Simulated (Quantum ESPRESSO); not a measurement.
**Several settings converged on CdSe (F-43m, 2 atoms in the cell)**

```
CdSe
1.0
   -3.04013     0.00000     3.04013
    0.00000     3.04013     3.04013
   -3.04013     3.04013     0.00000
Cd Se
1 1
Direct
  0.00000   0.00000   0.00000
  0.25000   0.25000   0.25000
```

Base method: LDA (PZ), GBRV 1.5 ultrasoft (LDA) pseudopotentials (plane waves; Quantum ESPRESSO).

Base settings: ecutwfc = 40 Ry; ecutrho = 200 Ry; occupations = smearing; smearing = fd; degauss = 0.000734986 Ry; potentials = {Cd: cd_lda_v1.uspp.F.UPF, Se: se_lda_v1.uspp.F.UPF}; K_POINTS = automatic 7 7 7 0 0 0; conv_thr = 1e-11 Ry.

Core times come from one kind of shared machine, to one figure; runs under 30 s give none.

**Zone-centre phonons against the SCF threshold**

In this ladder: occupations = fixed; smearing = default; degauss = default; nbnd = 13; ph.x.tr2_ph = 1e-14; ph.x.fildyn = dyn.G; ph.x.epsil = true; dynmat.x.fildyn = dyn.G; dynmat.x.asr = simple.

The mesh stays at the base's, so the ladder's end is converged at best in this setting alone.

Only quantities that move along the ladder and can be compared are tabulated.

| conv_thr | largest Born charge (mean of the diagonal) (e) | mean ε∞ | core time / last (rough) |
|---|---|---|---|
| 7.3e-05 Ry | 2.931 | 67.054 | 0.5 |
| 7.3e-07 Ry | 2.891 | 65.023 | 0.9 |
| 7.3e-09 Ry | 2.896 | 65.274 | 1.0 |
| 7.3e-13 Ry | 2.895 | 65.232 | 1 |

Coarsest conv_thr that holds the largest Born charge (mean of the diagonal) within 0.005 e of the last step, with all finer ones: 7.3e-07 Ry; the step before is off by 0.036 e.

Coarsest conv_thr that holds the mean ε∞ within 0.5 of the last step, with all finer ones: 7.3e-07 Ry; the step before is off by 1.8.

**The dielectric constant against the mesh**

In this ladder: occupations = fixed; smearing = default; degauss = default; nbnd = 13; ph.x.tr2_ph = 1e-14; ph.x.trans = false; ph.x.epsil = true; ph.x.zeu = true.

Only quantities that move along the ladder and can be compared are tabulated.

| K_POINTS | largest Born charge (mean of the diagonal) (e) | mean ε∞ |
|---|---|---|
| automatic 3 3 3 0 0 0 | 15.161 | 1448.087 |
| automatic 5 5 5 0 0 0 | 4.176 | 175.688 |
| automatic 7 7 7 0 0 0 | 2.895 | 65.232 |
| automatic 17 17 17 0 0 0 | 2.303 | 12.405 |

Coarsest K_POINTS that holds the largest Born charge (mean of the diagonal) within 0.05 e: not settled: the last two steps still differ by 0.59 e, over half the tolerance, so the ladder does not show it.

Coarsest K_POINTS that holds the mean ε∞ within 0.5 : not settled: the last two steps still differ by 53 , over half the tolerance, so the ladder does not show it.

The dielectric constant is not shown to be converged to 2 % within this ladder.

On the base run: the starting cell has typed, rounded lattice constants, without a prior relaxation at this level. Its lattice was rescaled by up to half a per cent.
